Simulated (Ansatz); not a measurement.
Base system: Cd in the hcp (Mg type) structure (space group P6_3/mmc, No. 194; a = 3.029 Å, c = 5.759 Å; relaxed with 0.1 eV smearing). Axes: x lies along a and z along c of the hexagonal cell.

Computed with PBE, PAW, 420 eV (Ansatz, a quantum-chemistry and plane-wave program; no spin-orbit coupling).

It is then changed as follows: compressive biaxial strain of 2.50 % in the plane normal to [001], as in epitaxy on a mismatched substrate; the out-of-plane cell vector and the atoms relax.

### Question
What does the calculation give for the out-of-plane strain and in-plane stress after the change?

### Answer
The out-of-plane strain comes out as +3.83 %; the mean in-plane stress (compression positive) comes out as +2.5 GPa.

Whether these cells are dynamically stable was not tested.
